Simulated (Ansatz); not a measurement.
## Al on the 1x1 (110) surface of zinc-blende GaAs (cut with top plane As + Ga), one in a 2x1 cell, started at the site 'bridge As-Ga (span 5.0 Å)'

Host crystal: zinc-blende GaAs, with a band gap (PBE, scalar-relativistic without spin-orbit coupling).

Calculation: PBE (plane waves to 420 eV, PAW; Ansatz, an electronic-structure program).

Slab: 21 atoms, 8.6 Å thick at the start under the adsorbate (thin: gaps and levels are the slab's own); k 3x4x1, smearing 0.01 eV, dipole-corrected; 8 atoms held, the rest relaxed; no symmetry held; spin-polarised, no spin-orbit, no U, no dispersion correction. The starting moment vanished. At the end it is bonded to 2 As + Ga. In PBE it is, or lies within 0.03 eV of, the lowest of the starts that converged.

The adsorption energy against an atom of fcc Al is 0.90 eV. The change of the step from the bottom to the top vacuum level, against the clean slab comes out as -0.45 eV, the energy released by relaxation is 0.83 eV and the height of the binding atom over the mean of the host atoms within 0.3 Å of the top one comes out as 54.4 pm. The magnetic moment of the cell comes out as 0.00 μB, the nearest host atoms of the binding atom is Ga at 2.52 Å, As at 2.54 Å, As at 2.54 Å and the largest move of a host atom is 0.60 Å. The note comes out as in the relaxation the adsorbate left its starting site by 1.2 Å and the cost is very roughly 30 core-minutes.

A negative adsorption energy means that the adsorbate is more stable on the surface than in its reference.
